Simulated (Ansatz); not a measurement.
**Pressure series in Rh**

The parent structure is Rh in the fcc (Cu type) structure (space group Fm-3m, No. 225; a = 3.830 Å).

Cell and atoms are relaxed at each pressure.

Computed with Kohn–Sham DFT with the PBE functional, run in Ansatz (a program for electronic structure) with PAW and 420 eV plane waves, spin-orbit coupling left out.

Notes on the quantities. enthalpy: H = E + PV relative to the base's energy.

```csv
change,enthalpy,volume per atom
base,–,14.05 Å³
pressure −2 GPa,-0.18 eV/atom,14.16 Å³
pressure −1 GPa,-0.09 eV/atom,14.10 Å³
pressure 0.9 GPa,+0.08 eV/atom,14.00 Å³
pressure 2.1 GPa,+0.18 eV/atom,13.93 Å³
pressure 4.5 GPa,+0.39 eV/atom,13.81 Å³
pressure 9 GPa,+0.78 eV/atom,13.60 Å³
pressure 15 GPa,+1.28 eV/atom,13.35 Å³
pressure 22.5 GPa,+1.90 eV/atom,13.06 Å³
pressure 30 GPa,+2.50 eV/atom,12.81 Å³
```

Load acts through the strain it causes; cell and atoms are relaxed under it. Whether these cells are dynamically stable was not tested. No other phases were tried under pressure. The final runs are not spin-polarised.
